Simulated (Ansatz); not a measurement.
Consider ZrB2 (space group P6/mmm, No. 191; a = 3.155 Å, c = 3.506 Å; relaxed with 0.1 eV smearing). Axes: x lies along a and z along c of the hexagonal cell.

Method: Ansatz (an electronic-structure program) PBEsol, spin-orbit coupling left out.

One thing is altered: uniaxial strain ε_zz = +2.50 %, all other strain components held at zero; the atoms relax in the strained cell.

Problem. Predict the stress tensor and what it implies for the stiffness.

Solution. Stress of the strained cell less that of the base (GPa, compression positive):
```
   -2.9     0.0     0.0
    0.0    -2.9     0.0
    0.0     0.0   -10.6
```

Then −Δσ_ii/ε with ε = 0.0250 gives secant stiffness values (nonlinear terms included at this strain): C33 ≈ 424 GPa, C13 ≈ 117 GPa and C23 ≈ 117 GPa.

As a check, the harmonic strain energy −½ V₀ Δσ:ε is 8.3 meV/atom; the computed energy rise is 8.5 meV/atom.

Stability against distortions was not tested. All final runs are without spin polarisation.
